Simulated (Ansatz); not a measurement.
For RhGe2 (model structure, started from the MoSi2 type, I4/mmm, No. 139, 3 atoms in the cell), PBEsol (Ansatz, an electronic-structure program, PAW) gives:

* **equilibrium lattice constant a**: 3.363 Å
* **lattice parameter c**: 8.082 Å
* **formation enthalpy**: -0.175 eV/atom

Q: What does PBE-D3(BJ) (Ansatz, PAW) give for the same quantities?

A: 
- lattice constant a: 3.368 Å (rises by 0.1 %)
- lattice parameter c: 8.112 Å (goes up by 0.4 %)
- formation enthalpy: -0.188 eV/atom (moves by -0.013 eV/atom)

Changes are worked out from the printed values.

Unless a cell is named, each level is at its own relaxed cell (PBEsol 15.23, PBE-D3(BJ) 15.34 Å³/atom).

Ansatz's density-functional and Hartree–Fock values are scalar-relativistic unless marked +SOC, with PAW data made under PBE.

A model structure was made by putting elements into a prototype or built by hand; it is no filed structure, need not be a known phase, and can be a saddle point held by its symmetry.
